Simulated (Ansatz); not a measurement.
**SiO2: pressure series**

The reference is SiO₂ in the rutile structure (space group P4_2/mnm, No. 136).

```
SiO2
1.0
    4.18520     0.00000     0.00000
    0.00000     4.18520     0.00000
    0.00000     0.00000     2.66883
Si O
2 4
Cartesian
  2.09260   2.09260   1.33442
  0.00000   0.00000   0.00000
  3.37369   3.37369   1.33442
  1.28109   2.90410   0.00000
  2.90410   1.28109   0.00000
  0.81150   0.81150   1.33442
```

Cell and atoms are relaxed at each pressure.

Method: Ansatz (an electronic-structure program) r2SCAN, no SOC.

```json
[
 {"case": "base", "band gap": "6.51 eV", "hole mass": "1.7 mₑ along c, 1.1 mₑ across (at Γ)", "density": "4.27 g/cm³"},
 {"case": "pressure −2 GPa", "band gap": "6.41 eV", "hole mass": "1.8 mₑ along c, 1.1 mₑ across (at Γ)", "density": "4.24 g/cm³"},
 {"case": "pressure −1 GPa", "band gap": "6.46 eV", "hole mass": "1.8 mₑ along c, 1.1 mₑ across (at Γ)", "density": "4.25 g/cm³"},
 {"case": "pressure 0.9 GPa", "band gap": "6.56 eV", "hole mass": "1.7 mₑ along c, 1.1 mₑ across (at Γ)", "density": "4.28 g/cm³"},
 {"case": "pressure 2.1 GPa", "band gap": "6.62 eV", "hole mass": "1.7 mₑ along c, 1.1 mₑ across (at Γ)", "density": "4.30 g/cm³"},
 {"case": "pressure 4.5 GPa", "band gap": "6.75 eV", "hole mass": "1.7 mₑ along c, 1.1 mₑ across (at Γ)", "density": "4.33 g/cm³"},
 {"case": "pressure 9 GPa", "band gap": "6.97 eV", "hole mass": "1.6 mₑ along c, 1.1 mₑ across (at Γ)", "density": "4.39 g/cm³"},
 {"case": "pressure 15 GPa", "band gap": "7.26 eV", "hole mass": "1.6 mₑ along c, 1.1 mₑ across (at Γ)", "density": "4.46 g/cm³"},
 {"case": "pressure 22.5 GPa", "band gap": "7.60 eV", "hole mass": "1.6 mₑ along c, 1.1 mₑ across (at Γ)", "density": "4.55 g/cm³"},
 {"case": "pressure 30 GPa", "band gap": "7.83 eV", "hole mass": "1.4 mₑ along c, 1.1 mₑ across (at Γ)", "density": "4.63 g/cm³"}
]
```

Load acts through the strain it causes; cell and atoms are relaxed under it. Effective masses come from finite differences of ±0.01 Å⁻¹. Whether these cells are dynamically stable was not tested. No other phases were tried under pressure.
